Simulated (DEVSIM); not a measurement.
System: W/SiO2/p-Ge capacitor, at 300 K.

```tsv
layer (left to right)	material	thickness (nm)	Na (cm⁻³)
1	SiO2	2.60	-
2	Ge	410	2.1e18
```

Metal gate on the left, work function 4.6 eV. Fixed charge at the semiconductor interface 2.7e11 cm⁻² (in units of +e); no interface traps.

Constants are typed, rounded textbook-type inputs, not results; the design itself was drawn at random and stands for no fabricated device. Values at 300 K.

```tsv
parameter	SiO2	Ge
gap (eV)	9	0.664
affinity (eV)	0.9	4
permittivity	3.9	16
Nc (cm⁻³)	-	1.04e19
Nv (cm⁻³)	-	6e18
```

DEVSIM, 1D Poisson equation in equilibrium, Boltzmann statistics, complete ionisation; no quantum confinement or tunnelling. Metal contacts follow the ideal Schottky-Mott rule: no Fermi-level pinning, no interface dipoles.

Task: Tabulate band edges, carrier densities and field at 0.6 V on the gate.

Result: Energies count from the Fermi level of the right contact; mesh points crowd at the junctions.

| x (μm) | Ec (eV) | Ev (eV) | n (cm⁻³) | p (cm⁻³) | field (V/cm) |
|---|---|---|---|---|---|
| 0.000 | 3.100 | -5.900 | < 1e2 | < 1e2 | 1300000 |
| 0.0006529 | 3.187 | -5.813 | < 1e2 | < 1e2 | 1300000 |
| 0.001300 | 3.273 | -5.727 | < 1e2 | < 1e2 | 1300000 |
| 0.002021 | 3.369 | -5.631 | < 1e2 | < 1e2 | 1300000 |
| 0.002861 | 0.355 | -0.309 | 1.1e13 | 3.9e13 | 350000 |
| 0.003883 | 0.389 | -0.275 | 3.0e12 | 1.5e14 | 320000 |
| 0.005633 | 0.443 | -0.221 | 3.8e11 | 1.1e15 | 280000 |
| 0.01025 | 0.548 | -0.116 | 6.5e9 | 6.7e16 | 170000 |
| 0.01655 | 0.617 | -0.047 | 4.6e8 | 9.6e17 | 55000 |
| 0.02736 | 0.636 | -0.028 | 2.2e8 | 2.0e18 | 2600 |
| 0.04742 | 0.637 | -0.027 | 2.1e8 | 2.1e18 | ≈ 0 |
| 0.09476 | 0.637 | -0.027 | 2.1e8 | 2.1e18 | ≈ 0 |
| 0.1615 | 0.637 | -0.027 | 2.1e8 | 2.1e18 | ≈ 0 |
| 0.2563 | 0.637 | -0.027 | 2.1e8 | 2.1e18 | ≈ 0 |
| 0.3388 | 0.637 | -0.027 | 2.1e8 | 2.1e18 | ≈ 0 |
| 0.3700 | 0.637 | -0.027 | 2.1e8 | 2.1e18 | ≈ 0 |
| 0.3883 | 0.637 | -0.027 | 2.1e8 | 2.1e18 | ≈ 0 |
| 0.3994 | 0.637 | -0.027 | 2.1e8 | 2.1e18 | ≈ 0 |
| 0.4067 | 0.637 | -0.027 | 2.1e8 | 2.1e18 | ≈ 0 |
| 0.4096 | 0.637 | -0.027 | 2.1e8 | 2.1e18 | ≈ 0 |
| 0.4114 | 0.637 | -0.027 | 2.1e8 | 2.1e18 | ≈ 0 |
| 0.4126 | 0.637 | -0.027 | 2.1e8 | 2.1e18 | ≈ 0 |
